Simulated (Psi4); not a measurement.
Psi4 1.11, BP86/def2-svp: Zn(Cl)(OMe) (C[O][Zn][Cl]), 7 atoms. The geometry is a generated start, not checked to be a minimum at this level.

```json
{
  "task": "energy",
  "method": "bp86",
  "basis": "def2-svp",
  "memory": "3 GB",
  "maxiter": "100",
  "keys_of_the_molecule_block": "symmetry c1",
  "scf_type": "df (default)",
  "guess": "auto, which took SAD (default)",
  "scf_initial_accelerator": "adiis (default)",
  "e_convergence": "1e-06 (default)",
  "d_convergence": "1e-06 (default)",
  "dft_radial_points": "75 (default)",
  "dft_spherical_points": "302 (default)",
  "basis_functions": "92",
  "grid_points": "151678"
}
```

```xyz
7

Zn    -1.2822     1.0037     0.8857
Cl    -1.6875     1.4749     2.8749
O      0.0357    -0.0424     0.3810
C      0.6025    -0.5050    -0.8073
H      0.9382     0.3143    -1.4516
H      1.4748    -1.0985    -0.5136
H     -0.0815    -1.1469    -1.3691
```

Charge 0 and multiplicity 1 are set for this test and not shown to be the ground state.

One run each on 2 threads. Values of diis_max_vecs tried: 3, 6, 10 (default), 20.

Which value of diis_max_vecs needs the fewest SCF iterations, and what happens away from it?

Fewest SCF iterations, within one of each other: 6 with 14, 10 (default) with 14, 20 with 14. The count rises to 31 at 3. All converge to one solution.

```csv
diis_max_vecs,SCF iterations,end
3,31,same solution
6,14,same solution
10 (default),14,same solution
20,14,same solution
```
